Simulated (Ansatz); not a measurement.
The starting structures come from a database of crystals and need not be the phases stable at ambient conditions.

**Evanescent states of BeTe (P6_3mc, wurtzite, not sure to be the ambient phase, 4 atoms a cell, 22.8 Å³ an atom) along the normal of (001)**

Computed with r2SCAN (plane waves, PAW; Ansatz, a first-principles code).

The gap is the functional's own. No spin-orbit coupling. Mid-gap values are interpolated on the energy grid.

Energies count from the valence-band top; κ is the least over a 12×12 mesh across the current.

```
E (eV)  κ (1/Å)  where
------  -------  -----
0.07      0.084      Γ
0.20      0.103      Γ
0.33      0.118      Γ
0.46      0.130      Γ
0.58      0.141      Γ
0.71        [?]      Γ
0.84        [?]      Γ
0.97        [?]      Γ
1.10        [?]      Γ
1.24        [?]      Γ
1.36      0.176      Γ
1.50        [?]      Γ
1.62        [?]      Γ
1.75      0.182      Γ
1.89      0.182      Γ
2.02      0.182      Γ
2.15      0.176  off Γ
2.27      0.161  off Γ
2.40      0.140  off Γ
2.54      0.105  off Γ
```

Q: Complete the blanks.

A: 
- 0.71, κ (1/Å): 0.149
- 0.84, κ (1/Å): 0.157
- 0.97, κ (1/Å): 0.163
- 1.10, κ (1/Å): 0.168
- 1.24, κ (1/Å): 0.172
- 1.50, κ (1/Å): 0.178
- 1.62, κ (1/Å): 0.180
